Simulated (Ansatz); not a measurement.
The starting structures come from a database of crystals and need not be the phases stable at ambient conditions.

Inside the gap of an insulator the Bloch states are evanescent, with a wavenumber k + iκ along the transport direction.

Here is the system:

```yaml
crystal:
  lattice:
    - [3.97847, 0.00000, 0.00000]
    - [0.00000, 3.97847, 0.00000]
    - [0.00000, 0.00000, 3.97847]
  atoms:
    - { symbol: K, position: [0.50000, 0.50000, 0.50000] }
    - { symbol: Mg, position: [0.00000, 0.00000, 0.00000] }
    - { symbol: F, position: [0.00000, 0.50000, 0.00000] }
    - { symbol: F, position: [0.50000, 0.00000, 0.00000] }
    - { symbol: F, position: [0.00000, 0.00000, 0.50000] }
```

Space group of this cell: Pm-3m, cubic perovskite. The cell is taken as given.

Transport runs along the normal of the first two printed cell vectors, the (001) plane of the conventional cell.

No gap correction and no spin-orbit coupling; mid-gap values are interpolated between computed energies.

Task: Compute, with r2SCAN (Ansatz, a program for electronic structure), the band gap and the smallest decay constant κ at mid-gap.

Result: Gap 8.31 eV on a 8×8×8 mesh; κ = 0.580 1/Å, at the zone centre.
